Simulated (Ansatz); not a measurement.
WSi2: pressure series

Base system: WSi2 (space group I4/mmm, No. 139).

```
WSi2
1.0
   -1.59274     1.59274     3.88563
    1.59274    -1.59274     3.88563
    1.59274     1.59274    -3.88563
Si W
2 1
Direct
  0.66529   0.66529   0.00000
  0.33471   0.33471   0.00000
  0.00000   0.00000   0.00000
```

Cell and atoms are relaxed at each pressure.

Calculations: LDA/PAW in Ansatz (a first-principles code), no spin-orbit coupling.

| case | shortest interatomic distance | density |
|---|---|---|
| base | 256.9 pm | 10.11 g/cm³ |
| pressure −2 GPa | 257.4 pm | 10.02 g/cm³ |
| pressure −1 GPa | 257.1 pm | ? |
| pressure 0.9 GPa | 256.7 pm | 10.15 g/cm³ |
| pressure 2.1 GPa | 256.5 pm | 10.20 g/cm³ |
| pressure 4.5 GPa | 256.0 pm | 10.29 g/cm³ |
| pressure 9 GPa | ? | 10.47 g/cm³ |
| pressure 15 GPa | 254.2 pm | 10.69 g/cm³ |
| pressure 22.5 GPa | 252.9 pm | 10.95 g/cm³ |
| pressure 30 GPa | 250.9 pm | 11.19 g/cm³ |

**Question.** Complete the table.

**Answer.** 
- pressure −1 GPa, density: 10.07 g/cm³
- pressure 9 GPa, shortest interatomic distance: 255.2 pm

Load acts through the strain it causes; cell and atoms are relaxed under it. No phonon test of stability was made. No other phases were tried under pressure. The final runs are not spin-polarised.
